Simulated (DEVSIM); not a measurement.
Device: abrupt GaAs p-n junction, at 300 K.

Layer 1 from the left is GaAs, thickness (μm) 4.60, Na (cm⁻³) 5.1e17, τn (s) 1e-8, τp (s) 1e-8. Layer 2 from the left is GaAs, thickness (μm) 1.20, Nd (cm⁻³) 6.3e14, τn (s) 1e-8, τp (s) 1e-8.

Left contact: ohmic. Right contact: ohmic. Voltage is applied to the left contact. Recombination: SRH at mid-gap. Mobility is μmin + (μ − μmin)/(1 + (N/Nref)^α).

This is a model device: material constants are rounded textbook-type values typed into the input, and sizes, dopings and lifetimes were drawn at random. Values at 300 K.

GaAs: gap (eV) 1.424, affinity (eV) 4.07, permittivity 12.9, Nc (cm⁻³) 4.7e17, Nv (cm⁻³) 9e18, μn (cm²/Vs) 8500, μp (cm²/Vs) 400, μn,min 500, μp,min 20, Nref,n 6e16, Nref,p 1.5e17, αn 0.39, αp 0.38.

Model (solved in DEVSIM): 1D drift-diffusion, Boltzmann statistics, complete ionisation; no tunnelling, impact ionisation, image-force lowering or self-heating.

Problem. What does the simulation give for the potential step across the device at zero bias, the dark forward voltage at 100 A/cm², the largest field in the device at zero bias, the dark forward voltage at 1 A/cm²?

Solution. potential step across the device at zero bias 1.179 V; dark forward voltage at 100 A/cm² 1.112 V; largest field in the device at zero bias 39000 V/cm; dark forward voltage at 1 A/cm² 0.940 V.
